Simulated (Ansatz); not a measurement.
ZrB2: response to strain

Consider ZrB2 (space group P6/mmm, No. 191; relaxed with 0.1 eV smearing).

```
CELL_PARAMETERS angstrom
      3.15522     0.00000     0.00000
     -1.57761     2.73250     0.00000
      0.00000     0.00000     3.50621
ATOMIC_POSITIONS crystal
  Zr 0.00000 0.00000 0.00000
  B  0.66667 0.33333 0.50000
  B  0.33333 0.66667 0.50000
```

Cartesian axes are those of the cell as printed.

Strains are applied to the cell and any free atomic positions relax.

Calculations: PBEsol (Ansatz, a program for electronic structure, PAW, spin-orbit coupling left out).

Notes on the quantities. energy relative to the base: free energy F; pressure: mean of the normal stresses, compression positive.

| case | energy relative to the base | pressure | shortest interatomic distance |
|---|---|---|---|
| base | 0 meV/atom | 0.0 GPa | 1.822 Å |
| uniaxial strain ε_xx = −3.00 % | +18 meV/atom | 8.5 GPa | 1.780 Å |
| uniaxial strain ε_xx = −2.50 % | +12 meV/atom | 7.0 GPa | 1.787 Å |
| uniaxial strain ε_xx = −2.00 % | +7.7 meV/atom | 5.5 GPa | 1.793 Å |
| uniaxial strain ε_xx = −1.50 % | +4.3 meV/atom | 4.0 GPa | 1.800 Å |
| uniaxial strain ε_xx = −0.50 % | +0.5 meV/atom | 1.3 GPa | 1.815 Å |
| uniaxial strain ε_xx = +1.50 % | +4.0 meV/atom | -3.7 GPa | 1.819 Å |
| uniaxial strain ε_xx = +2.00 % | ___ | ___ | ___ |
| uniaxial strain ε_xx = +2.50 % | +11 meV/atom | -5.9 GPa | 1.817 Å |
| uniaxial strain ε_xx = +3.00 % | +16 meV/atom | -7.0 GPa | 1.816 Å |

### Question
Fill in the withheld entries from the trend.

### Answer

- uniaxial strain ε_xx = +2.00 %, energy relative to the base: +7.1 meV/atom
- uniaxial strain ε_xx = +2.00 %, pressure: -4.8 GPa
- uniaxial strain ε_xx = +2.00 %, shortest interatomic distance: 1.818 Å

Stability against distortions was not tested. All final runs are without spin polarisation.
